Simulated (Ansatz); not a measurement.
An Ansatz (a program for electronic structure) run: Ba2TaBiO6 with a change (biaxial strain −3.39 %, plane normal [001], relaxed out of plane); PBEsol in Ansatz (plane waves to 420 eV, PAW, no SOC).

Input:

Ansatz 0.2 input:
```yaml
crystal:
  lattice:
    - [5.8662906087, 0, 0]
    - [2.9331453044, 5.0803566932, 0]
    - [2.9331453044, -1.6934522311, 4.9453760433]
  atoms:
    - { symbol: Ba, position: [0.5034815158, 0.7482592421, 0.2447777263] }
    - { symbol: Ba, position: [0.4965184842, 0.2517407579, 0.7552222737] }
    - { symbol: Ta, position: [0, 0.5, 0.5] }
    - { symbol: Bi, position: [0, 0, 0] }
    - { symbol: O, position: [0.4592032941, 0.2099234823, 0.2647528439] }
    - { symbol: O, position: [0.5407967059, 0.7900765177, 0.7352471561] }
    - { symbol: O, position: [0.0661203797, 0.723956138, 0.2647528439] }
    - { symbol: O, position: [0.9338796203, 0.276043862, 0.7352471561] }
    - { symbol: O, position: [0.9451706384, 0.3308732236, 0.2647528439] }
    - { symbol: O, position: [0.0548293616, 0.6691267764, 0.7352471561] }
basis: { ecutwfc: 420, ecutrho_ratio: 4, xc_grid: 2, fft_grid_basis: typed }
kpoints: { mp_grid: { grid: [7, 7, 7] } }
hamiltonian:
  xc: pbesol
  dispersion: none
  pseudopotentials: { kind: paw }
scf: { occupations: { method: fermi_dirac, width: 0.05 } }
relax: { f_tol: 0.005, max_steps: 50, cell: { stress_tol: 0.01, fix: [a, b, gamma] } }
output: { forces: true, stress: true }
checkpoint: { write: state.ck, write_every: 1000 }
```

Output (explanatory and most iteration lines left out):

```
Relaxation: its limit of steps is 50 (relax.max_steps)
Pseudopotential: Ba, paw, valence charge 10
Pseudopotential: Ta, paw, valence charge 13
Pseudopotential: Bi, paw, valence charge 15
Pseudopotential: O, paw, valence charge 6
Crystal: 10 atoms, lattice volume = 147.386 Å³
Basis set: ecut = 420 eV, 2837 PW (Γ), exchange–correlation on 80×80×90 points (8 copies of the dense FFT grid, shifted against one another)
Bands: 52, of which v1, the nominal top of the filled ones, is band 42 counted from 1 (41 counted from 0)
Symmetry: 6 space group operations
Space group: R-3 (ITA 148), of the structure as read, at distance tolerance 5.3e-5 Å
k-points: 60 of 343
Functional: x = pbesol(κ = 0.804, μ = 0.12345679012345678), c = pbesol(β = 0.046)
SCF iter   1: F=—  HF=-37149.325195 eV  |F-HF|=—  |Δ(HF+E_count)|=         —  Δρ=1.48e-2  dr2=2.72e-1  ethr=1.77e-3  ⟨swp⟩=8.9  Hψ=15174  notcnv=0  defer=20
SCF iter   2: F=—  HF=-37149.258698 eV  |F-HF|=—  |Δ(HF+E_count)|=   6.65e-2  Δρ=3.84e-3  dr2=1.56e-2  ethr=3.23e-4  ⟨swp⟩=2.5  Hψ=5869  notcnv=0  defer=214
SCF 1 converged in 7 iterations: F = -37149.255671 eV  dr2 = 1.45e-8
relax step   1: F+E_penalty+E_count = -37149.25567135 eV  Δ(F+E_penalty+E_count) = +0.000e0 eV  max|allowed force component| = 4.648e-1 eV/Å  Δτ_max = 0.0000 Å  P = +9.346 GPa  Ω = 147.386 Å³  fix = [a, b, gamma]  reactions: a +12.161, b +12.161 GPa  (7 SCF iters, dr2 threshold 1.00e-7 eV, accepted)
[... steps on the carried basis left out ...]
relax step  11: F+E_penalty+E_count = -37149.36156398 eV  Δ(F+E_penalty+E_count) = +3.313e-5 eV  max|allowed force component| = 3.512e-5 eV/Å  Δτ_max = 0.0001 Å  P = +4.724 GPa  Ω = 151.614 Å³  energy of the carried Pulay correction = -3.350e-5 eV  fix = [a, b, gamma]  reactions: a +7.086, b +7.086 GPa  (5 SCF iters, dr2 threshold 3.18e-10 eV, accepted)
Crystal: 10 atoms, lattice volume = 151.614 Å³
SCF iter   1: F=—  HF=-37149.361565 eV  |F-HF|=—  |Δ(HF+E_count)|=         —  Δρ=1.41e-6  dr2=2.41e-9  ethr=5.27e-7  ⟨swp⟩=3.0  Hψ=24508  notcnv=0
SCF iter   2: F=—  HF=-37149.361606 eV  |F-HF|=—  |Δ(HF+E_count)|=   4.11e-5  Δρ=1.14e-6  dr2=2.28e-9  ethr=2.86e-12  ⟨swp⟩=5.0  Hψ=11943  notcnv=0
SCF 12 converged in 6 iterations: F = -37149.361606 eV  dr2 = 2.77e-13
SCF converged after 6 iterations
Free energy (F): -37149.361606 eV
Internal energy: -37149.361606 eV  (E = F + TS)
E sigma→0 (E₀):  -37149.361606 eV
Fermi energy:    12.404757 eV
--- Forces (eV/Å), atoms counted from 1 ---
  atom   1  Ba     0.00000000    -0.00000000     0.00003149
  atom   2  Ba    -0.00000000     0.00000000    -0.00003149
  atom   3  Ta    -0.00000000     0.00000000     0.00000000
  atom   4  Bi     0.00000000     0.00000000     0.00000000
  atom   5  O      0.00000964     0.00000309     0.00000489
  atom   6  O     -0.00000964    -0.00000309    -0.00000489
  atom   7  O     -0.00000750     0.00000680     0.00000489
  atom   8  O      0.00000750    -0.00000680    -0.00000489
  atom   9  O     -0.00000214    -0.00000989     0.00000489
  atom  10  O      0.00000214     0.00000989    -0.00000489
--- Stress (GPa, compression-positive) ---
        7.085556      -0.000000      -0.000000
        0.000000       7.085556       0.000000
       -0.000000       0.000000       0.000557
  P = ⅓ Tr σ = 4.7239 GPa (47.239 kbar)
--- Relaxed structure (9 steps of the walk, 9 accepted, 3 SCFs on fresh bases) ---
  cell:  # Å, volume = 151.6145 Å³
    - [5.866290608748336, -2.8867618137148162e-11, -3.9540732297729395e-11]
    - [2.933145304399168, 5.080356693143705, -2.6487097841734457e-12]
    - [2.9331453044001243, -1.6934522310842914, 5.087248244644637]
  atoms:
    - { symbol: Ba, position: [0.4904090445090462, 0.7547954777454772, 0.26438643323643074] }
    - { symbol: Ba, position: [0.5095909554909542, 0.24520452225452313, 0.7356135667635693] }
    - { symbol: Ta, position: [1.1102230246251565e-16, 0.5, 0.5] }
    - { symbol: Bi, position: [2.467351014553845e-19, -6.547407028325401e-20, -3.2446859474946713e-19] }
    - { symbol: O, position: [0.46166945514706503, 0.2167016095201964, 0.27641601064498467] }
    - { symbol: O, position: [0.5383305448529352, 0.7832983904798035, 0.7235839893550154] }
    - { symbol: O, position: [0.045212924687754175, 0.7380854657920496, 0.27641601064498467] }
    - { symbol: O, position: [0.9547870753122462, 0.26191453420795047, 0.7235839893550154] }
    - { symbol: O, position: [0.9402855988752121, 0.32162893533273884, 0.2764160106449846] }
    - { symbol: O, position: [0.05971440112478821, 0.6783710646672613, 0.7235839893550152] }
```

With Bi and Ta present, leaving out spin-orbit coupling can change the band edges. Stability against distortions was not tested. The cell was made from Ba2TaBiO6 (space group R-3, No. 148; a cell from a computed database, its experimental status unchecked) by this change: biaxial strain −3.39 %, plane normal [001], relaxed out of plane.
